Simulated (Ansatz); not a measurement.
Consider HfS2 in the CdI2 type structure (space group P-3m1, No. 164; a = 3.6057 Å, c = 5.7676 Å; layered, stacked along the Cartesian z axis).

Modification: a free-standing slab of 1 layer (3 atoms, 3 a layer) is cut normal to the stacking axis, with 15 Å of vacuum and the in-plane cell relaxed.

Levels (all Ansatz, a quantum-chemistry and plane-wave program, PAW): PBE-D3(BJ) (420 eV, spin-orbit coupling left out); HSE06 (420 eV, without spin-orbit coupling); PBE+SOC (420 eV, with spin-orbit coupling).

One geometry, relaxed with PBE-D3(BJ), under each level:

Notes on the quantities. hole mass: in plane.

The valence-band top lists the three highest levels at Γ (Kramers pairs under SOC), from the VBM.

```csv
level,band gap,lowest conduction level above the VBM at special points,valence-band top at Γ,hole mass
PBE-D3(BJ),1.21 eV,M 1.21 eV; Γ 2.06 eV; K 2.82 eV,"0.00, 0.00, -0.93 eV",–
HSE06,2.04 eV,M 2.04 eV; Γ 3.01 eV; K 3.85 eV,–,–
PBE+SOC,1.15 eV,M 1.15 eV; Γ 1.97 eV; K 2.75 eV,"0.00, -0.13, -1.00 eV",0.24 mₑ (at Γ)
```

Single points use the geometry relaxed with PBE-D3(BJ). HSE06 gaps are upper bounds (no full band path). Differences between runs with and without spin-orbit coupling are approximate. With Hf present, leaving out spin-orbit coupling can change the band edges. Masses are band curvatures over ±0.01 Å⁻¹ around the edge. No phonon test of stability was made.
